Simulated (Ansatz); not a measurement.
Cost and result by functional for the adsorption energy of Cl on the 1x1 (100) surface of rock-salt MgO (cut with top plane Mg + O), one in a 2x2 cell, started at the site 'bridge Mg-O (span 2.1 Å)', in Ansatz (plane waves, PAW). Single points on the PBE structure, on one kind of machine; costs are rough ratios of the slab run's core time (references not counted) to the cheapest single point. r2SCAN's cost holds its higher cutoff (500 against 420 eV). Differences are taken against r2SCAN for comparison alone: no measured value is at hand, so the table doesn't rank accuracy. The points keep PBE's geometry, so the relaxation of a polaron and the settling of charge on one site are left out.

Host crystal: rock-salt MgO, with a band gap (PBE, scalar-relativistic without spin-orbit coupling).

Set-up: 33 atoms, 6.4 Å thick at the start under the adsorbate (thin: gaps and levels are the slab's own); mesh 3x3x1; 0.01 eV smearing; dipole correction on; 16 atoms held, the rest relaxed; start symmetry kept, larger cells not searched; spin-polarised, ending with about 1.0 μB a cell; orders that need a larger cell were not tried, no spin-orbit, no U, no dispersion correction. At the end it is bonded to Mg. In PBE it is, or lies within 0.03 eV of, the lowest of the starts that converged. These notes are the PBE run's. RPBE: The program's check for a lower electronic state was not made. r2SCAN: The program's check for a lower electronic state was not made. Adsorption energies are against ½ Cl2(g). A negative adsorption energy means that the adsorbate is more stable on the surface than in its reference.

```
functional                     relative cost  adsorption energy (eV)  less r2SCAN (eV)
-----------------------------  -------------  ----------------------  ----------------
RPBE                                       1                    0.22              0.26
r2SCAN                                     1                   -0.03              0.00
PBE (the relaxed run's value)              –                    0.16              0.19
```

The values span 0.26 eV, while the single points' costs differ by a factor of roughly 1. Differences are of unrounded values.

Ansatz is an electronic-structure program.
